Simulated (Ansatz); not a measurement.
# What isotropic strain −1.20 % does to Cu3N

Take Cu₃N (space group Pm-3m, No. 221; a = 3.765 Å) as the base.

It is then changed as follows: the cell is scaled by 0.9880 in all directions, atoms relaxed at fixed cell.

Computed with PBEsol in Ansatz (plane waves to 420 eV, PAW, no spin-orbit coupling). Settings: 12×12×12 k-points, 0.05 eV Fermi–Dirac smearing.

- Volume per atom: 12.87 Å³ (base 13.34 Å³)
- Space group: Pm-3m (No. 221) (base Pm-3m (No. 221))
- Shortest interatomic distance: 1.860 Å (base 1.882 Å)
- Energy relative to the base (free energy F): +7.5 meV/atom
- Pressure: 5.3 GPa (base 0.0 GPa)
- Band gap: zero (base zero)

Cost of the whole job for the changed cell (relaxation, final SCF and bands): about 27 core-seconds (a rough figure).

Whether these cells are dynamically stable was not tested. All final runs are without spin polarisation. Gaps under 0.05 eV, about the width of the smearing, are given as zero. A zero or small gap of Cu3N can be the functional's error rather than a property of the material.

Ansatz is a program for electronic structure.
